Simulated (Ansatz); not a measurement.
Ga₂O₃ (model structure, started from the A-La2O3 type, P-3m1, No. 164, 5 atoms in the cell) was calculated with HSE06 (Ansatz, a quantum-chemistry and plane-wave program, plane waves, PAW).

Numerical settings: plane-wave cutoff 460 eV, 9×9×4 k mesh (along the axes of the cell as run), Fermi–Dirac smearing 0.01 eV, scalar-relativistic PAW data made under PBE.

Cell (relaxed with PBEsol):

Ga2O3 has the trigonal space group P-3m1 (No. 164), Pearson symbol hP5. Cell: a = 2.9933 Å, b = 2.9933 Å, c = 6.9736 Å, α = 90.00°, β = 90.00°, γ = 120.00°. Ga on 2d has 3 O at 1.876 Å and 3 O at 2.221 Å (octahedral). O1 on 1a is coordinated by 6 Ga at 2.221 Å (octahedral). O2 on 2d sees 3 Ga at 1.876 Å (trigonal pyramidal). (Neighbours: up to the widest gap in distance over summed covalent radii, below 1.35, at either atom; cation-cation and far metal-metal contacts left out.)

Task: Estimate the band gap that the calculation returns.

Result: 
* **band gap**: 4.20 eV (on the SCF k mesh)

Note: the relaxation could raise the start's symmetry but not lower it, so the cell can be a saddle point; cell and atoms aren't relaxed at this level (largest force component 0.38 eV/Å, pressure -1.8 GPa); the cell has widely spaced layers and the level no dispersion term, so their spacing and the moduli can rest on weak binding.

Spin–orbit coupling is not included.

Static lattice: no zero-point or thermal effects.

A model structure was made by putting elements into a prototype or built by hand; it is no filed structure, need not be a known phase, and can be a saddle point held by its symmetry.
